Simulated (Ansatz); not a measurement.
Cell and atoms of amorphous Hf₁₈O₃₇Cu₂:

```xyz
57
Lattice="9.3963 -0.2257 -0.1362 -0.2257 8.7123 -0.0723 -0.1362 -0.0723 8.9775" Properties=species:S:1:pos:R:3 pbc="T T T"
Hf     1.0485     2.6097     1.3779
Hf     1.0101     8.5263     7.1772
Hf     3.0320     6.8367     3.2338
Hf     7.9136     0.5756     0.1658
Hf     5.3825     4.1906     5.3696
Hf     6.0564     1.2247     3.1310
Hf     8.2622     1.9610     5.5267
Hf     6.3893     6.7153     2.9784
Hf     3.0165     1.6756     4.8464
Hf     7.6972     6.1884     6.9149
Hf    -0.1255     5.3326     4.0853
Hf     0.5008     0.0990     3.4577
Hf     4.4598     4.0436     1.9897
Hf     3.2650     2.4527     8.1005
Hf     5.2865     0.4459     6.8125
Hf     1.1123     5.8526     0.7164
Hf     1.8324     4.9764     6.5240
Hf     7.0156     4.0002     0.1448
O      4.6959     7.9199     2.7734
O      2.9966     5.4884     1.6572
O      7.9049     0.7295     3.8902
O      7.1914     1.2349     7.0961
O      8.5830     7.9027     7.9539
O      5.9818     7.3447     7.2496
O      4.5956     0.8644     8.7004
O      6.1137     2.6316     1.6648
O      8.4777     6.8505     3.2124
O      6.7201     4.3494     7.0679
O      0.3878     0.7495     5.6483
O      2.1708     8.4467     4.1963
O      8.3984     5.3616     8.7396
O      0.1637     6.5176     6.1713
O      4.7243     2.5447     6.5215
O      3.7967     5.2372     6.2945
O      0.0657     0.8288     1.6082
O      3.0975     0.5394     6.6593
O      1.3639     7.3833     2.0663
O      1.4676     2.0125     3.3650
O      6.7533     2.8374     4.4978
O      4.7145     4.0460     8.8645
O      1.8193     5.5748     4.4300
O      4.2754     2.8766     3.7401
O      6.4274     5.2676     1.6744
O      4.7294     5.4586     3.6567
O      1.4262     1.4021     8.5104
O      6.7151     8.4868     1.6169
O      1.5822     4.1822     8.4986
O     -0.1343     3.9463     5.5518
O      8.4591     2.5638     0.2229
O      6.9804     5.7205     4.8939
O      1.9251     6.8397     8.1064
O      3.0764     2.7197     1.2406
O      0.3324     4.4863     2.2259
O      5.0071     0.6037     4.8372
O      2.2500     3.0118     6.2252
Cu     3.4140     7.9139     8.8109
Cu     4.8629     5.8788     7.9896
```

All values below come from PBE, scalar-relativistic without spin-orbit coupling (plane waves to 420 eV, PAW; Ansatz, a program for electronic structure).

A CHGNet melt-quench gave the starting glass, which DFT then relaxed. O atoms were pushed apart under 1.9 Å during the dynamics, to hinder bonds among them. The hot cell started wider than the set density and was brought back towards it in steps. It is the lowest in DFT energy of 2 quenches. It is a model cell: composition and starting density were chosen by hand, and all elements were melted together. No dispersion term was used. Its density started from a set value of 8.89 and ended at 8.89 g/cm³. The simulated quench (nominally 380 K/ps over its main leg) is rapid and tends to freeze in more defects than a deposited or slowly cooled glass has. Values belong to this one cell and scatter from quench to quench. The volume was held where the preparation left it and the shape relaxed, at a PBE pressure of -1.9 GPa (tension). Stress components on the final sampling reach 2.2 GPa.

Bonds are counted up to Hf-Hf 3.34 Å, Hf-O 2.70 Å, Hf-Cu 3.12 Å, O-O 1.58 Å, O-Cu 2.38 Å, Cu-Cu 2.90 Å. Two cations that share two anions don't count as bonded, nor two that share one unless they lie closer than Hf-Hf 3.25 Å, Hf-Cu 3.04 Å, Cu-Cu 2.82 Å.

Task: Give the coordination numbers, mean bond lengths and angles.

Result: 
```yaml
Mean coordination of Hf by anions: 6.39 (2 with 5, 8 with 6, 7 with 7, 1 with 8); 3 close contacts or bonds to cations besides
Mean coordination of O: 3.24 (28 with 3, 9 with 4)
Mean coordination of Cu by anions: 2.50 (1 with 2, 1 with 3); 5 close contacts or bonds to cations besides
Mean Hf-O bond: 2.158 Å (spread 0.128 Å, 115 counted)
Mean O-Cu bond: 2.004 Å (spread 0.061 Å, 5 counted)
Mean Hf-Cu close contact: 2.973 Å (spread 0.042 Å, 3 counted)
Mean Cu-Cu close contact: 2.630 Å (spread 0.000 Å, 1 counted)
Bond angle at Hf: mean 101.4°, spread 29.6°
Bond angle at O: mean 114.0°, spread 18.9°
Bond angle at Cu: mean 99.0°, spread 29.5°
```

Task: List the pairs of like atoms that count as bonded by the rules above.

Result: Cu56-Cu57 (2.63 Å).
